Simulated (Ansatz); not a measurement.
What pressure 3 GPa does to BN

The parent structure is BN (space group P6_3/mmc, No. 194; a = 2.500 Å, c = 6.412 Å; layered, stacked along the Cartesian z axis).

It is then changed as follows: a hydrostatic pressure of 3 GPa.

Calculations: PBEsol-D3(BJ) (Ansatz, a program for electronic structure; PAW; 420 eV plane waves; without spin-orbit coupling). Γ-centred 15×15×5 mesh, Fermi–Dirac width 0.05 eV.

```json
[
 {"quantity": "lattice parameter a", "base": "2.500 Å", "changed": "2.495 Å", "shift": "-0.0059 Å"},
 {"quantity": "c/a ratio", "base": "2.564", "changed": "2.413", "shift": "-0.151"},
 {"quantity": "shortest interatomic distance", "base": "1.444 Å", "changed": "1.440 Å", "shift": "-0.0034 Å"},
 {"quantity": "band gap", "base": "4.08 eV", "changed": "3.98 eV", "shift": "-0.106 eV"},
 {"quantity": "smallest direct gap", "base": "4.49 eV", "changed": "4.30 eV", "shift": "-0.19 eV"},
 {"quantity": "width of the top valence band", "base": "3.30 eV", "changed": "3.55 eV", "shift": "+0.25 eV"}
]
```

Final structure:

```
BN
1.0
    2.49460     0.00000     0.00000
   -1.24730     2.16038     0.00000
    0.00000     0.00000     6.01898
B N
2 2
Direct
  0.66667   0.33333   0.25000
  0.33333   0.66667   0.75000
  0.33333   0.66667   0.25000
  0.66667   0.33333   0.75000
```

Load acts through the strain it causes; cell and atoms are relaxed under it. Whether these cells are dynamically stable was not tested.
